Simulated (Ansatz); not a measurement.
The parent structure is SiC in the wurtzite structure (space group P6_3mc, No. 186; a = 3.076 Å, c = 5.048 Å).

Now apply this change: a hydrostatic pressure of 10 GPa.

Levels (all Ansatz, a quantum-chemistry and plane-wave program, PAW): PBEsol (420 eV, no spin-orbit coupling); r2SCAN (500 eV, no spin-orbit coupling); HSE06 (420 eV, without spin-orbit coupling).

One geometry, relaxed with PBEsol, under each level:

```csv
level,band gap,lowest conduction level above the VBM at special points,electron mass,pressure
PBEsol,2.05 eV,K 2.05 eV; M 2.72 eV; L 3.26 eV; Γ 5.08 eV,"0.25 mₑ along c, 0.42 mₑ across (at K)",10.00 GPa
r2SCAN,2.59 eV,K 2.59 eV; M 3.30 eV; L 3.82 eV; Γ 5.73 eV,"0.25 mₑ along c, 0.42 mₑ across (at K)",10.16 GPa
HSE06,(withheld),(withheld),–,–
```

Q: Give the withheld HSE06 results.

A: 
- HSE06, band gap: 3.10 eV
- HSE06, lowest conduction level above the VBM at special points: K 3.10 eV; M 3.82 eV; L 4.38 eV; Γ 6.34 eV

Single points use the geometry relaxed with PBEsol. Their cutoffs differ, which shifts pressures a little. The hybrid gap comes from the SCF mesh plus the semilocal run's edge points and a few special points and is an upper bound. Load acts through the strain it causes; cell and atoms are relaxed under it. Masses are band curvatures over ±0.01 Å⁻¹ around the edge. Stability against distortions was not tested. Competing high-pressure phases were not computed.
